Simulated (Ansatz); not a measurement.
Consider BiB in the zinc blende structure (space group F-43m, No. 216; a hypothetical phase, not in the database extracts checked).

Space group F-43m (No. 216); a = b = c = 5.524 Å, α = β = γ = 90.00°

```tsv
atom	site	symmetry	x	y	z
Bi	4c	-43m	0.2500	0.2500	0.2500
B	4a	-43m	0.0000	0.0000	0.0000
```
(The calculation used a cell of 2 atoms; values per cell refer to that cell.)

All numbers come from PBE/PAW in Ansatz (a program for electronic structure), scalar-relativistic without spin-orbit coupling, earlier PAW set.

For the base:

```
Property                   Value
-------------------  -----------
Band gap                 0.14 eV
Lattice parameter a      5.524 Å
Gap character        direct at Γ
```

The change: cell and atoms relaxed at a pressure of 30 GPa.

### Question
Predict the new band gap, lattice parameter a and gap character.

### Answer
The band gap increases by 0.44 eV, from 0.14 eV to 0.58 eV; the lattice parameter a shrinks by 0.423 Å (5.524 Å → 5.101 Å); the gap character goes from direct at Γ to indirect, Γ → a point along ⟨100⟩, about 1.0 Å⁻¹ from Γ.

With Bi present, leaving out spin-orbit coupling can change the band edges. Load acts through the strain it causes; cell and atoms are relaxed under it. Whether these cells are dynamically stable was not tested. No other phases were tried under pressure. A zero or small gap of BiB can be the functional's error rather than a property of the material.
